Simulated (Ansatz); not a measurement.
Start from Ge in the diamond structure (space group Fd-3m, No. 227; a = 5.762 Å).

(Cell as relaxed with PBE.)

Levels (all Ansatz, a quantum-chemistry and plane-wave program, PAW, earlier PAW set): PBE (420 eV, scalar-relativistic without spin-orbit coupling); PBEsol (420 eV, without spin-orbit coupling).

Each level relaxes its own structure.

```
base                         PBE       PBEsol
-------------------  -----------  -----------
volume per atom         23.92 Å³     22.86 Å³
lattice parameter a  10.889 bohr  10.726 bohr
band gap                    zero         zero
```

One thing is altered: cell and atoms relaxed at a pressure of 45 GPa.

| quantity | PBE | PBEsol |
|---|---|---|
| shortest interatomic distance | 4.207 bohr | … |
| band gap | zero | … |

Question: Predict the PBEsol column.

Answer: 
- shortest interatomic distance, PBEsol: 4.177 bohr
- band gap, PBEsol: zero

PBE's shortest interatomic distance lies 0.0307 bohr above PBEsol's (0.7 %); the two agree on the band gap. Neither level is exact; PBEsol is the comparison here, not a measurement.

Load acts through the strain it causes; cell and atoms are relaxed under it. No phonon test of stability was made. Measured, Ge leaves this structure (for the β-tin structure) near 10.6 GPa (room temperature; as listed in arXiv:1906.07825). Gaps under 0.05 eV, about the width of the smearing, are given as zero. The zero or small gap of Ge can change with the level of theory.
